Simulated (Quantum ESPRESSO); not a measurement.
**Habitual settings against a tight run: Li₃Ni (I4/mmm, 4 atoms in the cell)**

Self-consistent single point.

```
Li3Ni
1.0
   -1.93386     1.93386     3.84553
    1.93386    -1.93386     3.84553
    1.93386     1.93386    -3.84553
Li Ni
3 1
Cartesian
  0.00000   1.93386   1.92277
  1.93386   0.00000   1.92277
  0.00000   0.00000   3.84553
  0.00000   0.00000   0.00000
```

Level of theory: LDA (PZ), GBRV 1.5 ultrasoft (LDA) pseudopotentials (plane waves; Quantum ESPRESSO 7.5).

Base settings: ecutwfc = 50 Ry; ecutrho = 400 Ry; occupations = smearing; smearing = methfessel-paxton; degauss = 0.0036749 Ry; potentials = {Li: li_lda_v1.4.uspp.F.UPF, Ni: ni_lda_v1.4.uspp.F.UPF}; K_POINTS = automatic 8 8 8 0 0 0; conv_thr = 1e-10 Ry; mixing_beta = 0.4.

Tight run (finer mesh or higher cutoff; not a proven limit): ecutwfc: 50 Ry → 70 Ry; ecutrho: 400 Ry → 560 Ry; conv_thr: 1e-10 Ry → 7.3e-11 Ry; K_POINTS: automatic 8 8 8 0 0 0 → automatic 11 11 11 0 0 0. It gave Fermi level (on the code's own zero) 4.22 eV; pressure -4.24 GPa.

Quick runs, as changes from the base:
- A: the base itself
- B: ecutwfc: 50 Ry → 25 Ry; ecutrho: 400 Ry → 200 Ry; conv_thr: 1e-10 Ry → 7.3e-05 Ry; K_POINTS: automatic 8 8 8 0 0 0 → automatic 2 2 2 0 0 0
- C: K_POINTS: automatic 8 8 8 0 0 0 → automatic 4 4 4 1 1 1
- D: ecutwfc: 50 Ry → 25 Ry; ecutrho: 400 Ry → 200 Ry
- E: ecutwfc: 50 Ry → 30 Ry; ecutrho: 400 Ry → 240 Ry; smearing: methfessel-paxton → fermi-dirac; degauss: 0.0036749 Ry → 0.036749 Ry; K_POINTS: automatic 8 8 8 0 0 0 → automatic 3 3 3 0 0 0
- F: ecutwfc: 50 Ry → 40 Ry; ecutrho: 400 Ry → 320 Ry; smearing: methfessel-paxton → gaussian; degauss: 0.0036749 Ry → 0.036749 Ry; K_POINTS: automatic 8 8 8 0 0 0 → automatic 6 6 6 1 1 1

Energies are extrapolated to zero smearing width, which holds to low order in the width alone (under cold and Methfessel-Paxton smearing the free energy itself is taken).

Dashes: pressure of B, not trusted under this conv_thr with d or f elements; time of B, E, under 30 s.

The count of work is k-points × plane waves × bands × iterations; it is no time. Core times come from one kind of shared machine and are given to one figure; runs under 30 s give none.

The starting cell comes from a database of computed structures (which also holds hypothetical and non-ambient phases and stackings), without a prior relaxation at this level. Its lattice was rescaled by a random factor within 2.5 % of one. Spin polarisation is off. In the base run, with a pressure of about -4 GPa the cell is away from its equilibrium volume at this level.

```tsv
run	energy less tight (meV/atom)	pressure less tight (GPa)	count of work / tight	core time / tight (rough)
A	2.3	-0.05	0.32	0.4
B	2860.0	–	0.0099	–
C	11.2	0.16	0.063	0.1
D	2789.6	-161.14	0.098	0.10
E	571.4	-38.93	0.012	–
F	12.5	-1.03	0.093	0.1
```

Among the runs at the tight run's level, the energy misses run from 2.3 to 2860.0 meV/atom.
